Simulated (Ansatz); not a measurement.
## HgSe, response to strain

The reference is HgSe in the zinc blende structure (space group F-43m, No. 216; a = 6.133 Å). Axes: x, y, z lie along the cube axes.

Strains are applied to the cell and any free atomic positions relax.

Calculations: PBEsol, PAW, 420 eV (Ansatz, a quantum-chemistry and plane-wave program; scalar-relativistic without spin-orbit coupling).

Notes on the quantities. pressure: mean of the normal stresses, compression positive; energy relative to the base: free energy F.

```
case                            volume per atom    pressure  energy relative to the base
------------------------------  ---------------  ----------  ---------------------------
base                                   28.83 Å³     0.0 GPa                   0 meV/atom
uniaxial strain ε_zz = −3.00 %         27.97 Å³     1.7 GPa                   (withheld)
uniaxial strain ε_zz = −2.00 %         28.26 Å³  (withheld)                +2.3 meV/atom
uniaxial strain ε_zz = −1.00 %         28.54 Å³     0.5 GPa                +0.6 meV/atom
uniaxial strain ε_zz = −0.50 %         28.69 Å³     0.3 GPa                +0.1 meV/atom
uniaxial strain ε_zz = +0.50 %         28.98 Å³  (withheld)                +0.1 meV/atom
uniaxial strain ε_zz = +1.00 %         29.12 Å³    -0.5 GPa                +0.5 meV/atom
uniaxial strain ε_zz = +2.00 %         29.41 Å³  (withheld)                +2.1 meV/atom
uniaxial strain ε_zz = +2.50 %         29.55 Å³    -1.2 GPa                +3.3 meV/atom
uniaxial strain ε_zz = +3.00 %         29.70 Å³    -1.4 GPa                +4.8 meV/atom
```

Q: Complete the table.

A: 
- uniaxial strain ε_zz = −3.00 %, energy relative to the base: +5.2 meV/atom
- uniaxial strain ε_zz = −2.00 %, pressure: 1.1 GPa
- uniaxial strain ε_zz = +0.50 %, pressure: -0.2 GPa
- uniaxial strain ε_zz = +2.00 %, pressure: -1.0 GPa

A case with no gap was solved on a k-mesh chosen for an insulator, which is coarse for it. Whether these cells are dynamically stable was not tested. All final runs are without spin polarisation.
